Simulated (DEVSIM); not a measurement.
System: Cr/AlN/p-Ge capacitor, at 300 K.

Layer 1 from the left is AlN, thickness (nm) 14.0. Layer 2 from the left is Ge, thickness (nm) 16000, Na (cm⁻³) 1.4e15.

Metal gate on the left, work function 4.5 eV. Fixed charge at the semiconductor interface -4.7e10 cm⁻² (in units of +e); no interface traps.

This is a model device: material constants are rounded textbook-type values typed into the input, and sizes, dopings and lifetimes were drawn at random. Values at 300 K.

AlN: gap (eV) 6.1, affinity (eV) 1.9, permittivity 8.5. Ge: gap (eV) 0.664, affinity (eV) 4, permittivity 16, Nc (cm⁻³) 1.04e19, Nv (cm⁻³) 6e18.

Question: Estimate by hand the flat-band voltage, the threshold voltage, and compare with a numerical solution.

Answer: 
- Flat-band voltage: C = 0.538 μF/cm², work-function difference 0.052 V; VFB = φms − qNf/C = 0.07 V; numerical 0.07 V.
- Threshold voltage: φF = 0.109 V, depletion charge √(4εqNφF) = 1.18e-8 C/cm²; VT = VFB + 2φF + Qd/C = 0.31 V; numerical 0.31 V.

Model (solved in DEVSIM): 1D Poisson equation in equilibrium, Boltzmann statistics, complete ionisation; no quantum confinement or tunnelling. Metal contacts follow the ideal Schottky-Mott rule: no Fermi-level pinning, no interface dipoles.
